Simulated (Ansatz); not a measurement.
**SrTiO3: transverse stress against strain**

SrTiO3 (cubic perovskite, Pm-3m, 11.783 Å³/atom at rest, cube axes along x, y and z) under a strain ε along a cube axis (axis z), the other axes held. PBEsol in Ansatz, a plane-wave DFT program (PAW, default set), 420 eV, 9×9×9 Γ-centred mesh, Fermi-Dirac smearing 0.05 eV; ions are relaxed within the symmetry of each cell. Stress is positive for a compressed cell.

Here s stands for strain and y for stress xx.

| strain (%) | stress xx (GPa) |
|---|---|
| -3.00 | ? |
| -1.20 | 1.28 |
| -0.60 | 0.63 |
| 0.00 | -0.01 |
| 0.60 | -0.62 |
| 1.20 | -1.21 |

Task: Fit y against s with a straight line, and predict the withheld value at s = -3.00.

Result: Means: s 0, y 0.014. About the means, the sum of products is -3.7380 and the sum of squares of s is 3.6000; the slope is their ratio. Least squares gives y = 0.014 - 1.0383·s. Residuals (row less fit): 0.020, -0.007, -0.024, -0.011, 0.022; standard error 0.023 (degrees of freedom: 3). The slope gives the elastic constant C12 = 104 ± 1.2 GPa. At the withheld row, y = 0.014 - 1.0383 × (-3.0) = 3.129 GPa. The calculation gives 3.35 GPa, 0.221 GPa above the prediction (4.8 % of the range of y in the table). The row lies outside the fitted rows, so this is an extrapolation. From the scatter of the fitted rows alone, a prediction at this place has a standard error of 0.045 GPa, so the miss is 4.9 times that.

One order more, fitted to all 11 runs of the series, follows each within 0.01, so the miss is the next term of a smooth law. The primitive cell can neither tilt nor turn polar against its symmetry, as such crystals can under strain. SrTiO3 is here the ideal cubic form; the compound distorts at low or room temperature. Rows are the converged runs of the series near zero and its far end; series whose fitted rows scatter by over a few per cent of the range, as at a crossing or softening among them, aren't shown in this form. Most that stay on the fit to the last digits aren't either.
